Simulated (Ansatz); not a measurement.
# A computed series for BaTiO3: response to strain

The parent structure is BaTiO$_{3}$ in the cubic perovskite structure (space group Pm-3m, No. 221; a = 3.970 Å).

Strains are applied to the cell and any free atomic positions relax.

Calculations: DFT with PBEsol, PAW potentials and a 420 eV plane-wave cutoff in Ansatz (an electronic-structure program), no spin-orbit coupling.

Computed cases, in order: isotropic strain −3.00 %; isotropic strain −2.40 %; isotropic strain −1.80 %; isotropic strain −1.20 %; isotropic strain −0.60 %; the unstrained base.

Between which two neighbouring cases does the gap turn between direct and indirect?

Between isotropic strain −2.40 % (1.94 eV, direct at Γ) and isotropic strain −1.80 % (1.92 eV, indirect, R → Γ). The whole series: isotropic strain −3.00 %: 1.95 eV, direct at Γ; isotropic strain −2.40 %: 1.94 eV, direct at Γ; isotropic strain −1.80 %: 1.92 eV, indirect, R → Γ; isotropic strain −1.20 %: 1.89 eV, indirect, R → Γ; isotropic strain −0.60 %: 1.85 eV, indirect, R → Γ; the unstrained base: 1.82 eV, indirect, R → Γ.

Stability against distortions was not tested. The final runs are not spin-polarised. Many cubic perovskites are stable only at high temperature; tilts and polar distortions were not tested. This is not the structure that BaTiO3 has at room temperature and ambient pressure.
